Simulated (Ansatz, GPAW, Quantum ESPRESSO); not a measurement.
**One structure in several programs: AlAg₂ (Cmcm, 6 atoms in the cell)**

Self-consistent single point.

```xyz
6
Lattice="4.3806 -2.4846 0.0000 4.3806 2.4846 0.0000 0.0000 0.0000 4.6115" Properties=species:S:1:pos:R:3 pbc="T T T"
Al     4.3806    -1.6024     3.4586
Al     4.3806     1.6024     1.1529
Ag     5.7911     0.9210     3.4586
Ag     2.9700    -0.9210     1.1529
Ag     5.7911    -0.9210     1.1529
Ag     2.9700     0.9210     3.4586
```

Shared settings, as Ansatz (a quantum-chemistry and plane-wave program) writes them: kpoints.mp_grid.grid = 3 3 3; scf.occupations.method = fermi_dirac; scf.occupations.width = 0.1 eV. Potentials and cutoffs stand in the table.

```json
[
 {"code": "GPAW", "model": "PBEsol, GPAW PAW datasets PBEsol (made by gpaw-setup)", "pressure (GPa)": "-4.60", "largest force (eV/Å)": "0.256", "cutoff": "550 eV"},
 {"code": "Ansatz", "model": "PBEsol, PAW files made with PBE", "pressure (GPa)": "-4.75", "largest force (eV/Å)": "0.255", "cutoff": "420 eV"},
 {"code": "Quantum ESPRESSO", "model": "PBEsol, GBRV 1.5 ultrasoft (PBESOL) pseudopotentials", "pressure (GPa)": "-5.84", "largest force (eV/Å)": "0.252", "cutoff": "40 Ry"}
]
```

Size of the force on each atom (eV/Å): Sizes of forces hide their directions.

```json
[
 {"code": "GPAW", "Al1": "0.256", "Al2": "0.256", "Ag3": "0.084", "Ag4": "0.084", "Ag5": "0.084", "Ag6": "0.084"},
 {"code": "Ansatz", "Al1": "0.255", "Al2": "0.255", "Ag3": "0.081", "Ag4": "0.081", "Ag5": "0.081", "Ag6": "0.081"},
 {"code": "Quantum ESPRESSO", "Al1": "0.252", "Al2": "0.252", "Ag3": "0.081", "Ag4": "0.081", "Ag5": "0.081", "Ag6": "0.081"}
]
```

The spread over the programs that give each value: pressure within 1.24 GPa; largest force within 0.004 eV/Å.

Ansatz's pressure is given at a fixed set of plane waves, as the other plane-wave codes print theirs; with its correction for the finite basis it is -4.69 GPa. In the pressure, Quantum ESPRESSO (by 1.10) lies more than 1 GPa from the median of the plane-wave programs.

On the base mesh (6 6 5) the same programs gave: Ansatz pressure -4.35 GPa; Quantum ESPRESSO pressure -5.45 GPa; GPAW pressure -4.18 GPa.

The values differ from the base mesh's, so the mesh still matters here: the table compares the programs at equal settings.

The starting cell comes from a database of computed structures (which also holds hypothetical and non-ambient phases and stackings), without a prior relaxation at this level. Its lattice was rescaled by a random factor within 2.5 % of one.

Left out of this page: CP2K (on another mesh); Elk (not drawn, or without a comparable value).

Keys are those of Ansatz 0.2.
